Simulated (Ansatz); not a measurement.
The starting structures come from a database of crystals and need not be the phases stable at ambient conditions.

By PBEsol, the system below comes out a metal.

Here is the system:

```
CELL_PARAMETERS angstrom
      2.90561     0.00000     0.00000
      0.00000     2.90561     0.00000
      1.45280    -1.45280     2.05457
ATOMIC_POSITIONS crystal
  Ti 0.00000 0.00000 0.00000
```

Space group of this cell: Fm-3m, fcc (Cu type). The cell is taken as given; by PBEsol its mean pressure is -4.2 GPa.

The current flows along the normal of the first two printed cell vectors, the (001) plane of the conventional cell. No spin-orbit coupling; the value is a mean over 0.1 eV about the Fermi level.

Question: Estimate the ballistic conductance per area that PBEsol (Ansatz, a first-principles code) returns for this system.

Answer: 1.3 × 10¹⁵ S/m² for both spins.
